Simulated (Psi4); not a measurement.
Psi4 1.11, unrestricted PBE0/def2-svp: C[SiH2], charge 0, multiplicity 2, 7 atoms. The geometry is a generated start, not checked to be a minimum at this level.

```json
{
 "task": "energy",
 "method": "pbe0",
 "basis": "def2-svp",
 "memory": "3 GB",
 "maxiter": "100",
 "keys_of_the_molecule_block": "symmetry c1",
 "scf_type": "df (default)",
 "e_convergence": "1e-06 (default)",
 "d_convergence": "1e-06 (default)",
 "dft_radial_points": "75 (default)",
 "dft_spherical_points": "302 (default)",
 "basis_functions": "57",
 "grid_points": "151897"
}
```

```xyz
7

C     -0.8145    -0.1160    -0.0465
Si     1.0444     0.1394    -0.3195
H     -1.4118     0.4993    -0.7145
H     -1.0923    -1.1523    -0.2106
H     -1.0926     0.1459     0.9742
H      1.5151     1.4454     0.1245
H      1.8517    -0.9618     0.1923
```

Charge 0 and multiplicity 2 are set for this test and not shown to be the ground state.

With the defaults (diis = true, scf_initial_accelerator = adiis, damping_percentage = 0, soscf = false, soscf_start_convergence = 0.01, guess = auto, which took SAD, diis_max_vecs = 10, diis_start = 1) it converges in 8 SCF iterations. One run each on 2 threads, with these changes:
- soscf = true, soscf_start_convergence = 0.001
- guess = core
- diis_start = 4
- diis_max_vecs = 6
- diis = false, scf_initial_accelerator = none, damping_percentage = 60
- guess = sapgau
- guess = sap
- guess = sadno
- scf_initial_accelerator = none

Q: Which runs fail or end elsewhere than the default run?

A: No convergence: diis = false, scf_initial_accelerator = none, damping_percentage = 60 (the run ends without SCF convergence in 100 iterations). The rest reach the solution of the defaults.

```json
[
 {"setting": "soscf = true, soscf_start_convergence = 0.001", "SCF iterations": "6", "JK calls": "17", "end": "same solution"},
 {"setting": "the defaults", "SCF iterations": "8", "JK calls": "9", "end": "same solution"},
 {"setting": "scf_initial_accelerator = none", "SCF iterations": "8", "JK calls": "9", "end": "same solution"},
 {"setting": "guess = sapgau", "SCF iterations": "8", "JK calls": "8", "end": "same solution"},
 {"setting": "diis_max_vecs = 6", "SCF iterations": "8", "JK calls": "9", "end": "same solution"},
 {"setting": "guess = sadno", "SCF iterations": "9", "JK calls": "9", "end": "same solution"},
 {"setting": "guess = sap", "SCF iterations": "9", "JK calls": "9", "end": "same solution"},
 {"setting": "guess = core", "SCF iterations": "10", "JK calls": "10", "end": "same solution"},
 {"setting": "diis_start = 4", "SCF iterations": "11", "JK calls": "12", "end": "same solution"},
 {"setting": "diis = false, scf_initial_accelerator = none, damping_percentage = 60", "SCF iterations": "100", "JK calls": "101", "end": "no convergence"}
]
```

An SOSCF iteration holds several JK calls; a Hückel guess adds calls on atoms.
